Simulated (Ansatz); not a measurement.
Functionals compared on the (21-33) surface of hcp Ti in its 1x1 cell, outermost plane spacing 0.14 Å in the ideal cut, in Ansatz (plane waves, PAW). The structure was relaxed with PBE; the other rows are single points on it, each with its references at the same level. Cutoff 420 eV (500 eV for r2SCAN).

Slab: 26 atoms, 9.9 Å thick at the start (thin: gaps and levels are the slab's own); k 7x5x1, smearing 0.1 eV, dipole-corrected; all atoms relaxed; symmetry of the start imposed; no spin, no spin-orbit, no U. These notes are the PBE run's.

```json
[
 {"functional": "PBE", "surface energy (J/m²)": "2.05", "work function of the top face (eV)": "3.75", "rough cost of the single point": "–"},
 {"functional": "LDA", "surface energy (J/m²)": "2.28", "work function of the top face (eV)": "3.96", "rough cost of the single point": "around 5 core-minutes (rough)"},
 {"functional": "PBEsol", "surface energy (J/m²)": "2.22", "work function of the top face (eV)": "3.82", "rough cost of the single point": "about 5 core-minutes (a rough figure)"},
 {"functional": "RPBE", "surface energy (J/m²)": "1.91", "work function of the top face (eV)": "3.63", "rough cost of the single point": "around 5 core-minutes (rough)"},
 {"functional": "r2SCAN", "surface energy (J/m²)": "2.25", "work function of the top face (eV)": "3.79", "rough cost of the single point": "roughly 10 core-minutes"}
]
```

Ansatz is a program for electronic structure.
